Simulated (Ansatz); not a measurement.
The parent structure is KI in the rock salt structure (space group Fm-3m, No. 225).

```
KI
1.0
    0.00000     3.59121     3.59121
    3.59121     0.00000     3.59121
    3.59121     3.59121     0.00000
K I
1 1
Cartesian
  0.00000   0.00000   0.00000
  3.59121   3.59121   3.59121
```

The values are results of PBE in Ansatz (plane waves to 420 eV, PAW, no spin-orbit coupling), not measurements.

Before the change:

- Gap character = direct at Γ
- Hole mass = 0.51, 2.8, 2.8 mₑ (at Γ)

One thing is altered: every lattice vector is stretched by 1.00 %, atoms relaxed at fixed cell.

### Question
How does this affect the mean gap deformation potential ΔEg/Δln V?

### Answer
The mean gap deformation potential ΔEg/Δln V amounts to -2.2 eV.

### Question
Predict the new gap character.

### Answer
The gap character remains direct at Γ.

### Question
Estimate the effect on the hole mass.

### Answer
The hole mass (degenerate bands, along [100]) goes from 0.51, 2.8, 2.8 mₑ (at Γ) to 0.53, 2.9, 2.9 mₑ (at Γ).

With I present, leaving out spin-orbit coupling can change the band edges. The cells carry an imposed strain or load. Effective masses come from finite differences of ±0.01 Å⁻¹. No phonon test of stability was made.

Ansatz is a first-principles code.
